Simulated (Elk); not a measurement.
Input and output of a self-consistent single point for Pt3Ti (Pm-3m, 4 atoms in the cell) (Elk).

Level of theory: LDA (PW92), all-electron FP-LAPW, Elk's shipped species files, APW+lo basis with extra local orbitals (Elk 10.2.4).

```
Pt3Ti
1.0
    3.92000     0.00000     0.00000
    0.00000     3.92000     0.00000
    0.00000     0.00000     3.92000
Ti Pt
1 3
Direct
  0.00000   0.00000   0.00000
  0.00000   0.50000   0.50000
  0.50000   0.00000   0.50000
  0.50000   0.50000   0.00000
```

Reference input (self-consistent single point, DFT, PBE, all-electron FP-LAPW, Elk's shipped species files, APW+lo basis with extra local orbitals): xctype = 20; rgkmax = 8; stype = 3; swidth = 0.00367493 Ha; ngridk = 6 6 6; tforce = true; gmaxvr = 18 1/bohr; lmaxapw = 10; lmaxo = 8; nxlo = 2; lorbcnd = true; lradstp = 2. This run's input differs from it in these lines:

```diff
@@ -4,3 +4,3 @@
 xctype
-  20
+  3
```

The program printed (abridged):

```
│ Self-consistent loop started │
│ Loop number : 1 │
 total energy                :     -56115.0909303
│ Loop number : 2 │
 total energy                :     -56121.4246858
RMS change in Kohn-Sham potential (target) :   0.2241863997     (  0.1000000000E-05)
Absolute change in total energy (target)   :    6.333755540     (  0.1000000000E-03)
│ Loop number : 3 │
 total energy                :     -56132.3151433
RMS change in Kohn-Sham potential (target) :   0.2059800469     (  0.1000000000E-05)
Absolute change in total energy (target)   :    12.47389635     (  0.1000000000E-03)
│ Loop number : 4 │
   [... lines left out ...]
Absolute change in total energy (target)   :   0.2021210326E-02 (  0.1000000000E-03)
│ Loop number : 17 │
 total energy                :     -56161.4669223
RMS change in Kohn-Sham potential (target) :   0.5871286678E-07 (  0.1000000000E-05)
Absolute change in total energy (target)   :   0.3646209079E-03 (  0.1000000000E-03)
│ Loop number : 18 │
 total energy                :     -56161.4669518
RMS change in Kohn-Sham potential (target) :   0.1420679804E-07 (  0.1000000000E-05)
Absolute change in total energy (target)   :   0.6166406092E-04 (  0.1000000000E-03)
Convergence targets achieved

│ Loop number : 19 │

Energies :
 Fermi                       :     0.433925374465
 total energy                :     -56161.4669552

Density of states at Fermi energy :    44.95958973
 (states/Hartree/unit cell)

Estimated indirect band gap :   0.3516983085E-02
 from k-point      2 to k-point      2
Estimated direct band gap   :   0.3516983085E-02
 at k-point      2

Charges :
 core                        :    154.0000000
 valence                     :    102.0000000
 interstitial                :    4.749673228
 muffin-tins (core leakage)
  species :    1 (Ti)
   atom    1                 :    20.34012072     (  0.6089297955E-09)
  species :    2 (Pt)
   atom    1                 :    76.97006868     (  0.4656533448E-03)
   atom    2                 :    76.97006868     (  0.4656533448E-03)
   [... lines left out ...]
   total force               :     0.00000000   -0.00000000    0.00000000
   total magnitude           :     0.00000000
  atom :    3
   Hellmann-Feynman          :     0.00000000    0.00000000    0.00000000
   IBS                       :    -0.00000000    0.00000000    0.00000000
   total force               :    -0.00000000    0.00000000    0.00000000
   total magnitude           :     0.00000000
```

The run converged in 19 iterations. The count includes the last loop, which Elk runs after its targets are met. 

The starting cell has typed, rounded lattice constants, without a prior relaxation at this level. Spin-orbit coupling is off. Spin polarisation is off. Values depend on the basis (sphere radii, cutoffs, local orbitals), which need not be converged. The log's line on a gap gives a spacing of levels on this mesh, which the program prints for metals too.
